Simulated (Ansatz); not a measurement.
The parent structure is Cu₃N (space group Pm-3m, No. 221; a = 3.827 Å).

Calculations: PBE (Ansatz, a first-principles code, PAW, no SOC).

One change was made to it. Results:

The band gap goes from 0.22 eV to zero; the volume per atom decreases by 1.82 Å³ to 12.19 Å³.

Which of these changes matches the shifts?
(A) pressure 0.9 GPa
(B) pressure −2 GPa
(C) pressure 9 GPa
(D) pressure 22.5 GPa

D, pressure 22.5 GPa. For comparison, the volume per atom in the other runs: pressure −2 GPa gives 14.26 Å³; pressure 9 GPa gives 13.11 Å³; pressure 0.9 GPa gives 13.91 Å³.

A case with no gap was solved on a k-mesh chosen for an insulator, which is coarse for it. Load acts through the strain it causes; cell and atoms are relaxed under it. Whether these cells are dynamically stable was not tested. Competing high-pressure phases were not computed. The final runs are not spin-polarised. The zero or small gap of Cu3N can change with the level of theory.
